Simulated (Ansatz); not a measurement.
## Short convergence ladders for LiMnTe2 (P3m1, 4 atoms in the cell)

```yaml
crystal:
  lattice:
    - [4.21948, 0.00000, 0.00000]
    - [-2.10974, 3.65417, 0.00000]
    - [0.00000, 0.00000, 7.17742]
  atoms:
    - { symbol: Li, position: [0.00000, 0.00000, 0.80394] }
    - { symbol: Mn, position: [0.33333, 0.66667, 0.34877], spin: 4.0 }
    - { symbol: Te, position: [0.33333, 0.66667, 0.99730] }
    - { symbol: Te, position: [0.66667, 0.33333, 0.50966] }
```
(The spins are starting values, not results.)

Base method: LDA (PW92), default PAW files made with PBE (plane waves; Ansatz, a first-principles code).

Base settings: basis.ecutwfc = 420 eV; kpoints.mp_grid.grid = 8 8 4; hamiltonian.xc = lda; hamiltonian.pseudopotentials = {kind: paw} (the program's default PAW files); magnetization.spin_polarized = true; scf.occupations.method = fermi_dirac; scf.occupations.width = 0.1 eV.

The count of work is k-points × plane waves × bands × iterations; it is no time. Core times come from one kind of shared machine, to one figure; runs under 30 s give none.

**The k-point mesh**

The second cell is the first with its lattice scaled by 0.98.

Only quantities that move along the ladder and can be compared are tabulated.

```csv
kpoints.mp_grid.grid,free energy less the last step's (meV/atom),energy of the compressed cell less the first (meV/atom),pressure (GPa),largest difference of a force vector from the last step's (eV/Å),net moment (μB/atom),count of work / last
2 2 1,78.58,-31.49,-3.57,0.223,0.968,0.017
4 4 2,-12.37,-22.48,-3.15,0.046,1.026,0.063
6 6 3,0.82,-21.40,-3.03,0.027,1.018,0.13
7 7 4,0.39,-21.79,-3.07,0.012,1.016,0.22
8 8 4,0.19,-21.84,-3.07,0.004,1.014,0.28
10 10 5,-0.08,-21.95,-3.08,0.003,1.014,0.46
13 13 7,0.00,-21.89,-3.08,0.000,1.014,1.0
```

Coarsest kpoints.mp_grid.grid that holds the net moment within 0.02 μB/atom of the last step, with all finer ones: 4 4 2, at 0.063 of the last step's count of work; the step before is off by 0.046 μB/atom.

Coarsest kpoints.mp_grid.grid that holds the forces within 0.02 eV/Å of the last step, with all finer ones: 7 7 4, at 0.22 of the last step's count of work; the step before is off by 0.027 eV/Å.

Coarsest kpoints.mp_grid.grid that holds the energy of the compressed cell less the first within 2 meV/atom of the last step, with all finer ones: 4 4 2, at 0.063 of the last step's count of work; the step before is off by 9.6 meV/atom.

The energy difference between the two cells stays within 1 meV/atom of the last step's from 4 4 2 on, the total only from 6 6 3 on: much of the error is common to both cells and cancels.

**The k-point mesh at a smearing width of 0.02 eV**

In this ladder: scf.occupations.width = 0.02 eV.

Only quantities that move along the ladder and can be compared are tabulated.

| kpoints.mp_grid.grid | free energy less the last step's (meV/atom) | pressure (GPa) | largest difference of a force vector from the last step's (eV/Å) | count of work / last |
|---|---|---|---|---|
| 3 3 2 | 6.69 | -2.98 | 0.086 | 0.018 |
| 5 5 3 | -1.07 | -3.14 | 0.024 | 0.041 |
| 7 7 4 | 0.63 | -3.16 | 0.015 | 0.096 |
| 10 10 5 | -0.36 | -3.17 | 0.006 | 0.20 |
| 18 18 9 | 0.00 | -3.16 | 0.000 | 1.0 |

Coarsest kpoints.mp_grid.grid that holds the pressure within 0.05 GPa of the last step, with all finer ones: 5 5 3, at 0.041 of the last step's count of work; the step before is off by 0.18 GPa.

Coarsest kpoints.mp_grid.grid that holds the free energy within 1 meV/atom of the last step, with all finer ones: 7 7 4, at 0.096 of the last step's count of work; the step before is off by 1.1 meV/atom.

**The k-point mesh at a smearing width of 0.3 eV**

In this ladder: scf.occupations.width = 0.3 eV.

Only quantities that move along the ladder and can be compared are tabulated.

| kpoints.mp_grid.grid | free energy less the last step's (meV/atom) | largest difference of a force vector from the last step's (eV/Å) | count of work / last | core time / last (rough) |
|---|---|---|---|---|
| 3 3 2 | 8.16 | 0.066 | 0.020 | – |
| 5 5 3 | -1.96 | 0.016 | 0.035 | – |
| 7 7 4 | 0.03 | 0.001 | 0.096 | 0.08 |
| 10 10 5 | 0.00 | 0.000 | 0.20 | 0.2 |
| 18 18 9 | 0.00 | 0.000 | 1.0 | 1 |

Coarsest kpoints.mp_grid.grid that holds the forces within 0.02 eV/Å of the last step, with all finer ones: 5 5 3, at 0.035 of the last step's count of work; the step before is off by 0.066 eV/Å.

Coarsest kpoints.mp_grid.grid that holds the free energy within 5 meV/atom of the last step, with all finer ones: 5 5 3, at 0.035 of the last step's count of work; the step before is off by 8.2 meV/atom.

On the base run: the starting cell comes from a database of computed structures (which also holds hypothetical and non-ambient phases and stackings), without a prior relaxation at this level. Its lattice was rescaled by up to half a per cent. One atom was moved a little off its site on purpose. With one magnetic atom in the cell only a parallel order is possible. In the base run, with a pressure of about -3 GPa the cell is away from its equilibrium volume at this level. Ansatz's pressure includes its estimate of the finite-basis (Pulay) stress.

Keys are those of Ansatz 0.2.
